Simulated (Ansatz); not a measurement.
How the lattice constant a of V3W (model structure, started from the A15 type, Pm-3n, No. 223, 8 atoms in the cell) moves with the method

No measured value is used here.

| level (code) | value (Å) |
|---|---|
| LDA (Ansatz) | 4.766 |
| PBE (Ansatz) | 4.866 |
| PBEsol (Ansatz) | 4.810 |
| r²SCAN (Ansatz) | 4.841 |

Spin-polarised start: LDA, PBE, PBEsol, r²SCAN. Density-functional levels without +SOC have no spin–orbit coupling. LDA, PBE, PBEsol, r²SCAN: the starting moments vanished in the run, and other orders were not tried. Cutoffs differ between the levels. Ansatz's density-functional and Hartree–Fock values are scalar-relativistic unless marked +SOC, with PAW data made under PBE.

A model structure was made by putting elements into a prototype or built by hand; it is no filed structure, need not be a known phase, and can be a saddle point held by its symmetry.

Ansatz is a quantum-chemistry and plane-wave program.
